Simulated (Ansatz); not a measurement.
# A computed series for Ru: response to strain

Base system: Ru in the hcp (Mg type) structure (space group P6_3/mmc, No. 194; a = 2.722 Å, c = 4.294 Å; relaxed with 0.1 eV smearing).

Strains are applied to the cell and any free atomic positions relax.

The values are results of Kohn–Sham DFT with the PBE functional, run in Ansatz (a program for electronic structure) with PAW and 420 eV plane waves, without spin-orbit coupling, not measurements.

Candidates:
(a) isotropic strain +1.50 %
(b) isotropic strain −0.50 %
(c) isotropic strain −2.00 %
(d) isotropic strain +2.50 %

Notes on the quantities. energy relative to the base: free energy F.

### Question
Order them by energy relative to the base, highest first.

### Answer
(d) isotropic strain +2.50 % (+68 meV/atom), (c) isotropic strain −2.00 % (+52 meV/atom), (a) isotropic strain +1.50 % (+26 meV/atom), (b) isotropic strain −0.50 % (+3.1 meV/atom)

Stability against distortions was not tested. All final runs are without spin polarisation.
